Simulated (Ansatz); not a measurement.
The starting structures come from a database of crystals and need not be the phases stable at ambient conditions.

 Where the default PAW files enter, the runs use the earlier of Ansatz's two default sets.

Inside the gap of an insulator the Bloch states are evanescent, with a wavenumber k + iκ along the transport direction.

Given:

```
InHO2
1.0
    3.30713     0.00000     0.00000
    0.00000     4.54336     0.00000
    0.00000     0.00000     5.32004
In H O
2 2 4
Direct
  0.50000   0.50000   0.50000
  0.00000   0.00000   0.00000
  0.50000   0.50000   0.00000
  0.00000   0.00000   0.50000
  0.50000   0.71975   0.86962
  0.50000   0.28025   0.13038
  0.00000   0.21975   0.63038
  0.00000   0.78025   0.36962
```

Space group of this cell: Pnnm. The cell was relaxed by PBE-D3(BJ); by r2SCAN its mean pressure is -3.5 GPa.

Transport runs along the normal of the first two printed cell vectors.

The gap is the functional's own, uncorrected, and κ follows it; spin-orbit coupling is left out. Mid-gap values are interpolated between the computed energies.

Question: Estimate the band gap and the smallest decay constant κ at mid-gap that r2SCAN (Ansatz, a program for electronic structure) returns for this system.

Answer: Gap 2.52 eV on a 10×8×6 mesh; κ = 0.227 1/Å, at the zone centre.
